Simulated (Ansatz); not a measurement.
Cost and result by functional for the adsorption energy of OH on the 1x1 (100) surface of monoclinic HfO2 (cut with top plane 2 O), one in a 1x1 cell, started at the site 'hollow O-O-O over O at depth 6.8 Å', in Ansatz (plane waves, PAW). Single points on the PBE structure, on one kind of machine; costs are rough ratios of the slab run's core time (references not counted) to the cheapest single point. r2SCAN's cost holds its higher cutoff (500 against 420 eV). Differences are taken against r2SCAN for comparison alone: no measured value is at hand, so the table doesn't rank accuracy. The points keep PBE's geometry, so the relaxation of a polaron and the settling of charge on one site are left out.

Host crystal: monoclinic HfO2, with a band gap (PBE, scalar-relativistic without spin-orbit coupling).

Model: 26-atom slab, 9.3 Å thick at the start under the adsorbate (thin: gaps and levels are the slab's own), 4x4x1 mesh, Fermi-Dirac 0.01 eV, dipole correction, 12 atoms held, the rest relaxed; no symmetry held; spin-polarised, ending with about 1.0 μB a cell, a value that depends on the mesh; orders that need a larger cell were not tried, no spin-orbit, no U, no dispersion correction. The slab shows no gap over 0.04 eV on its mesh. At the end it is bonded to Hf. In PBE it is, or lies within 0.03 eV of, the lowest of the starts that converged. These notes are the PBE run's. RPBE: The program's check for a lower electronic state was not made. r2SCAN: The program's check for a lower electronic state was not made. Adsorption energies are against H2O(g) − ½ H2(g). A negative adsorption energy means that the adsorbate is more stable on the surface than in its reference.

```csv
functional,relative cost,adsorption energy (eV),less r2SCAN (eV)
RPBE,1,1.46,0.18
r2SCAN,2,1.28,0.00
PBE (the relaxed run's value),–,1.39,0.11
```

The values span 0.18 eV, while the single points' costs differ by a factor of roughly 2. Differences are of unrounded values.

Ansatz is a first-principles code.
